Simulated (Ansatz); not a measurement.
Start from WSi$_{2}$ (space group I4/mmm, No. 139; a = 3.202 Å, c = 7.818 Å; relaxed with 0.1 eV smearing). Axes: x, y, z lie along a, b, c of the conventional cell.

The values are results of plane-wave PAW DFT at the PBEsol level (Ansatz, a first-principles code, 420 eV), no spin-orbit coupling, not measurements.

It is then changed as follows: an isotropic linear strain of +1.00 %; the atoms relax in the strained cell.

Problem. Predict the stress tensor and what it implies for the stiffness.

Solution. Stress of the strained cell less that of the base (GPa, compression positive):
```
   -6.2     0.0     0.0
    0.0    -6.2     0.0
    0.0     0.0    -7.0
```

Then B = −ΔP/(ΔV/V₀) with ΔV/V₀ = 0.0303 gives secant stiffness values (nonlinear terms included at this strain): B (at held cell shape, above the free-shape value) ≈ 214 GPa.

As a check, the harmonic strain energy −½ V₀ Δσ:ε is 8.1 meV/atom; the computed energy rise is 8.4 meV/atom.

Stability against distortions was not tested. The final runs are not spin-polarised.
